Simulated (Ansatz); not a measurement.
A self-consistent single point of In2Ni3Se2 (R3m, 7 atoms in the cell) with Ansatz (a first-principles code).

Method: LDA (PW92), default PAW files made with PBE (plane waves; Ansatz).

The change in words: lattice scaled by 0.98; kpoints.mp_grid.grid: 6 6 6 → 5 5 5; scf.occupations.width: 0.1 eV → 0.05 eV. Reference geometry:
```xyz
7
Lattice="2.7236 1.5725 4.7410 -2.7236 1.5725 4.7410 0.0000 -3.1450 4.7410" Properties=species:S:1:pos:R:3 pbc="T T T"
In     0.0000     0.0000     0.0500
In     0.0000     0.0000     7.1116
Ni     0.0000    -1.5725     2.3705
Ni     1.3618     0.7862     2.3705
Ni    -1.3618     0.7862     2.3705
Se     0.0000     0.0000     4.0222
Se     0.0000     0.0000    10.2010
```

Reference input (self-consistent single point, DFT, LDA (PW92), plane waves, default PAW files made with PBE): basis.ecutwfc = 420 eV; kpoints.mp_grid.grid = 6 6 6; hamiltonian.xc = lda; hamiltonian.pseudopotentials = {kind: paw} (the program's default PAW files); scf.occupations.method = fermi_dirac; scf.occupations.width = 0.1 eV. This run's input differs from it in these lines:

Ansatz 0.2 input:
```diff
@@ -2,13 +2,13 @@
   lattice:
-    - [2.72363500, 1.57249100, 4.74104400]
-    - [-2.72363500, 1.57249100, 4.74104400]
-    - [0.00000000, -3.14498400, 4.74104400]
+    - [2.66916200, 1.54104100, 4.64622300]
+    - [-2.66916200, 1.54104100, 4.64622300]
+    - [0.00000000, -3.08208400, 4.64622300]
   atoms:
-    - { symbol: In, position_ang: [-0.00000000, -0.00000001, 0.04999431] }
-    - { symbol: In, position_ang: [0.00000000, -0.00000100, 7.11156600] }
-    - { symbol: Ni, position_ang: [0.00000000, -1.57249200, 2.37052200] }
-    - { symbol: Ni, position_ang: [1.36181750, 0.78624550, 2.37052200] }
-    - { symbol: Ni, position_ang: [-1.36181750, 0.78624550, 2.37052200] }
-    - { symbol: Se, position_ang: [-0.00000000, -0.00000057, 4.02215950] }
-    - { symbol: Se, position_ang: [0.00000000, -0.00000143, 10.20097250] }
+    - { symbol: In, position_ang: [-0.00000000, -0.00000001, 0.04899442] }
+    - { symbol: In, position_ang: [0.00000000, -0.00000100, 6.96933450] }
+    - { symbol: Ni, position_ang: [0.00000000, -1.54104200, 2.32311150] }
+    - { symbol: Ni, position_ang: [1.33458100, 0.77052050, 2.32311150] }
+    - { symbol: Ni, position_ang: [-1.33458100, 0.77052050, 2.32311150] }
+    - { symbol: Se, position_ang: [-0.00000000, -0.00000057, 3.94171621] }
+    - { symbol: Se, position_ang: [-0.00000000, -0.00000143, 9.99695279] }
 basis:
@@ -16,3 +16,3 @@
 kpoints:
-  mp_grid: { grid: [6, 6, 6] }
+  mp_grid: { grid: [5, 5, 5] }
 hamiltonian:
@@ -21,3 +21,3 @@
 scf:
-  occupations: { method: fermi_dirac, width: 0.1 }
+  occupations: { method: fermi_dirac, width: 0.05 }
 output:
```

The program printed (abridged):

```
SCF iter   1: F=—  HF=-39003.553765 eV  |F-HF|=—  |Δ(HF+E_count)|=         —  Δρ=1.67e-2  dr2=1.70e-1  ethr=1.77e-3  ⟨swp⟩=5.9  Hψ=4701  notcnv=0  defer=7
all-band conjugate gradients solve this SCF's bands
preconditioner: auto → Kerker (q_TF=auto, 2.718 Å⁻¹)
SCF iter   2: F=—  HF=-39003.525010 eV  |F-HF|=—  |Δ(HF+E_count)|=   2.88e-2  Δρ=4.99e-3  dr2=1.75e-2  ethr=1.52e-4  ⟨swp⟩=2.6  Hψ=2343  notcnv=0  defer=67
   [... lines left out ...]
SCF iter   6: F=—  HF=-39003.520464 eV  |F-HF|=—  |Δ(HF+E_count)|=   1.57e-5  Δρ=4.95e-5  dr2=3.09e-6  ethr=7.12e-8  ⟨swp⟩=2.0  Hψ=2059  notcnv=0  defer=67
SCF iter   7: F=—  HF=-39003.520461 eV  |F-HF|=—  |Δ(HF+E_count)|=   2.73e-6  Δρ=2.58e-5  dr2=1.13e-6  ethr=2.76e-9  ⟨swp⟩=2.0  Hψ=2121  notcnv=0  defer=67
SCF iter   8: F=—  HF=-39003.520461 eV  |F-HF|=—  |Δ(HF+E_count)|=   2.37e-7  Δρ=8.35e-6  dr2=1.26e-7  ethr=1.01e-9  ⟨swp⟩=2.0  Hψ=1923  notcnv=0  defer=67
SCF iter   9: F=-39003.520461 eV  HF=-39003.520461 eV  |F-HF|=3.22e-8  |Δ(HF+E_count)|=   2.36e-8  Δρ=4.73e-6  dr2=3.81e-8  ethr=8.93e-11  ⟨swp⟩=8.8  Hψ=5612  notcnv=0
SCF 1 converged in 9 iterations: F = -39003.520461 eV  dr2 = 3.81e-8
Free energy (F): -39003.520461 eV
Internal energy: -39003.491082 eV  (E = F + TS)
E sigma→0 (E₀):  -39003.505772 eV
Entropy (-TS):   -0.029379 eV (-4.197 meV/atom)
Fermi energy:    13.898844 eV
--- Forces (eV/Å), atoms counted from 1 ---
  atom   1  In     0.00000000     0.00000002    -0.22858998
  atom   2  In     0.00000000    -0.00000000     0.01742397
  atom   3  Ni     0.00000000    -0.03076544     0.05814563
  atom   4  Ni     0.02664365     0.01538271     0.05814564
  atom   5  Ni    -0.02664365     0.01538271     0.05814564
  atom   6  Se     0.00000000    -0.00000002     0.29206687
  atom   7  Se    -0.00000000     0.00000002    -0.25532163
--- Stress (GPa, compression-positive) ---
       -1.341360       0.000000       0.000000
        0.000000      -1.341360      -0.000000
       -0.000000      -0.000000      -0.239484
  P = ⅓ Tr σ = -0.9741 GPa (-9.741 kbar)
  The stress holds the Pulay correction. Without it, at fixed plane waves, as pw.x and ABINIT print it: P = -1.0373 GPa
```

The run converged in 9 iterations. Against the reference run the free energy drops by 19.6 meV/atom, the pressure goes from -7.01 to -0.97 GPa and the largest force goes from 0.435 to 0.292 eV/Å.

The starting cell comes from a database of computed structures (which also holds hypothetical and non-ambient phases and stackings), without a prior relaxation at this level. Its lattice was rescaled by up to half a per cent. One atom was moved a little off its site on purpose. For this run, on top of that: lattice scaled by 0.98. Spin polarisation is off, so a magnetic state, if there is one, cannot be reached. Ansatz's pressure includes its estimate of the finite-basis (Pulay) stress.
